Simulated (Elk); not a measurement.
## Input and output of a self-consistent single point for FeO (Fm-3m, 4 atoms in the cell) (Elk)

Method of the run: PBE, all-electron FP-LAPW, Elk's shipped species files, APW+lo basis with extra local orbitals run with Elk.

Input as run:

```
tasks
  0

xctype
  20

spinpol
  .true.

reducebf
  0.8

rgkmax
  8.0

gmaxvr
  16.0

nxlo
  2

lorbcnd
  .true.

rmtscf
  0.93

lmaxi
  2

swidth
  0.000367493

maxscl
  100

avec
    8.3846222184    4.1923120541    4.1923120541
    4.1923120541    8.3846222184    4.1923120541
    4.1923120541    4.1923120541    8.3846222184

atoms
  2
  'Fe.in'
  2
  0.0000000000  0.0000000000  0.0000000000    0.0 0.0 -4.0
  0.5000000000  0.5000000000  0.5000000000    0.0 0.0 4.0
  'O.in'
  2
  0.2500000000  0.2500000000  0.2500000000    0.0 0.0 0.0
  0.7500000000  0.7500000000  0.7500000000    0.0 0.0 0.0

ngridk
  7 7 7
```

The program printed (abridged):

```
│ Elk code version 10.2.4 │

All units are atomic (Hartree, Bohr, etc.)

│ Ground-state run starting from atomic densities │

Lattice vectors :
   8.384622218       4.192312054       4.192312054
   4.192312054       8.384622218       4.192312054
   4.192312054       4.192312054       8.384622218

Unit cell volume      :    294.7272937
Brillouin zone volume :   0.8416262040

Muffin-tin inner radius fraction :   0.1000000000E-01

Nuclei treated as point charges

Species :    1 (Fe)
 parameters loaded from : Fe.in
 name : iron
 nuclear charge    :   -26.00000000
 electronic charge :    26.00000000
 atomic mass :    101799.2074
 muffin-tin radius :    2.232000000
 number of radial points in muffin-tin :    497
 atomic positions (lattice), magnetic fields (Cartesian) :
   1 :   0.00000000  0.00000000  0.00000000    0.00000000  0.00000000 -4.00000000
   2 :   0.50000000  0.50000000  0.50000000    0.00000000  0.00000000  4.00000000

Species :    2 (O)
 parameters loaded from : O.in
 name : oxygen
 nuclear charge    :   -8.000000000
 electronic charge :    8.000000000
 atomic mass :    29165.12202
 muffin-tin radius :    1.674000000
 number of radial points in muffin-tin :    297
 atomic positions (lattice), magnetic fields (Cartesian) :
   1 :   0.25000000  0.25000000  0.25000000    0.00000000  0.00000000  0.00000000
   2 :  -0.25000000 -0.25000000 -0.25000000    0.00000000  0.00000000  0.00000000

Total number of atoms per unit cell :    4

Spin treatment :
 spin-polarised
 global magnetic field (Cartesian) :    0.000000000       0.000000000       0.000000000
 collinear magnetisation in z-direction

Number of Bravais lattice symmetries :   12
Number of crystal symmetries         :   24
Crystal has inversion symmetry
Real symmetric eigensolver will be used

k-point grid :      7     7     7
k-point offset :    0.000000000       0.000000000       0.000000000
k-point set is reduced with full crystal symmetry group
   [... lines left out ...]
 potential will be trimmed for |G| > 2 gkmax
Constant for pseudocharge density :    9
Radial integration step length :    4

G-vector grid sizes :     54    54    54
Number of G-vectors :    20281

Maximum angular momentum used for
 APW functions                      :    8
 outer part of muffin-tin           :    6
 inner part of muffin-tin           :    2

Total nuclear charge    :   -68.00000000
Total core charge       :    24.00000000
Total valence charge    :    44.00000000
Total excess charge     :    0.000000000
Total electronic charge :    68.00000000

Effective Wigner radius, rₛ :    1.011441909

Number of empty states         :   16
Total number of valence states :   76
Total number of core states    :   24

Conduction state local-orbitals added automatically
Total number of local-orbitals :  298

Exchange-correlation functional :     20     0     0
 Perdew-Burke-Ernzerhof, Phys. Rev. Lett. 77, 3865 (1996)
 gradient requirement :    1
 generalised gradient approximation (GGA)

Smearing type :    3
 Fermi-Dirac
Smearing width :   0.3674930000E-03
Effective electronic temperature (K) :    116.0451112

Mixing type :    3
 Broyden mixing, J. Phys. A: Math. Gen. 17, L317 (1984)

Kohn-Sham potential initialised from atomic data
│ Self-consistent loop started │
│ Loop number : 1 │
 total energy                :     -2703.44192160
 total moment                :  -0.1451104285E-14
│ Loop number : 2 │
 total energy                :     -2703.63661658
 total moment                :  -0.3104040366E-16
RMS change in Kohn-Sham potential (target) :    2.167848093     (  0.1000000000E-05)
Absolute change in total energy (target)   :   0.1946949750     (  0.1000000000E-03)
│ Loop number : 3 │
 total energy                :     -2700.00625384
 total moment                :  -0.9381547189E-15
RMS change in Kohn-Sham potential (target) :    1.854474278     (  0.1000000000E-05)
Absolute change in total energy (target)   :    3.581688994     (  0.1000000000E-03)
│ Loop number : 4 │
 total energy                :     -2700.96417324
 total moment                :  -0.1382199439E-16
RMS change in Kohn-Sham potential (target) :   0.6855102407     (  0.1000000000E-05)
Absolute change in total energy (target)   :   0.6249715339E-01 (  0.1000000000E-03)
│ Loop number : 5 │
   [... lines left out ...]
RMS change in Kohn-Sham potential (target) :   0.3120125880E-05 (  0.1000000000E-05)
Absolute change in total energy (target)   :   0.2162783521E-03 (  0.1000000000E-03)
│ Loop number : 29 │
 total energy                :     -2696.26014277
 total moment                :   0.9381028282E-15
RMS change in Kohn-Sham potential (target) :   0.1312266130E-05 (  0.1000000000E-05)
Absolute change in total energy (target)   :   0.2214560209E-04 (  0.1000000000E-03)
│ Loop number : 30 │
 total energy                :     -2696.26011751
 total moment                :   0.9640003949E-15
RMS change in Kohn-Sham potential (target) :   0.1703648873E-05 (  0.1000000000E-05)
Absolute change in total energy (target)   :   0.3079262115E-04 (  0.1000000000E-03)
│ Loop number : 31 │
 total energy                :     -2696.26014923
 total moment                :   0.1434324546E-14
RMS change in Kohn-Sham potential (target) :   0.6949332868E-06 (  0.1000000000E-05)
Absolute change in total energy (target)   :   0.2401611710E-04 (  0.1000000000E-03)
Convergence targets achieved

│ Loop number : 32 │

Energies :
 Fermi                       :     0.273827532650
 sum of eigenvalues          :     -1551.24295420
 electron kinetic            :      2729.50903705
 core electron kinetic       :      2416.20988951
 Coulomb                     :     -5296.69620809
 Coulomb potential           :     -4113.48783685
 nuclear-nuclear             :     -378.995052587
 electron-nuclear            :     -5721.91447416
 Hartree                     :      804.213318656
 Madelung                    :     -3239.95228967
 xc potential                :     -166.785587110
 xc effective B-field        :    -0.476853519546
 external B-field            :      0.00000000000
 exchange                    :     -126.199930267
 correlation                 :     -2.87297300283
 electron entropic           :    -0.874346119237E-04
 total energy                :     -2696.26016174
 (external B-field energy excluded from total)

Density of states at Fermi energy :    208.5077134
 (states/Hartree/unit cell)

Estimated indirect band gap :   0.3843780277E-03
 from k-point     10 to k-point      6
Estimated direct band gap   :   0.3756967413E-02
 at k-point     40

Charges :
 core                        :    24.00000000
 valence                     :    44.00000000
 interstitial                :    4.748621506
 muffin-tins (core leakage)
  species :    1 (Fe)
   atom    1                 :    24.32324051     (  0.1859845611E-11)
   atom    2                 :    24.32324051     (  0.1859845611E-11)
  species :    2 (O)
   atom    1                 :    7.302448733     (  0.4114332786E-07)
   atom    2                 :    7.302448733     (  0.4114332786E-07)
 total in muffin-tins        :    63.25137849
 total calculated charge     :    68.01276968
 total charge                :    68.00000000
 error                       :   0.1276967599E-01

Moments :
 interstitial                :   0.1187067787E-15
 muffin-tins
  species :    1 (Fe)
   atom    1                 :   -3.450695881
   atom    2                 :    3.450695881
  species :    2 (O)
   atom    1                 :   0.6831980702E-23
   atom    2                 :   0.6831980702E-23
 total in muffin-tins        :   0.1366396140E-22
 total moment                :   0.1187067923E-15

│ Self-consistent loop stopped │
```

The run converged in 32 iterations. The count includes the last loop, which Elk runs after its targets are met.

The starting cell has typed, rounded lattice constants, without a prior relaxation at this level. Its lattice was rescaled by a random factor within 2.5 % of one. The magnetic order is the one reached from the typed start; others were not searched systematically. Values depend on the basis (sphere radii, cutoffs, local orbitals), which need not be converged. The log's line on a gap gives a spacing of levels on this mesh, which the program prints for metals too.

Cost on one core of a shared machine: roughly 3 min.
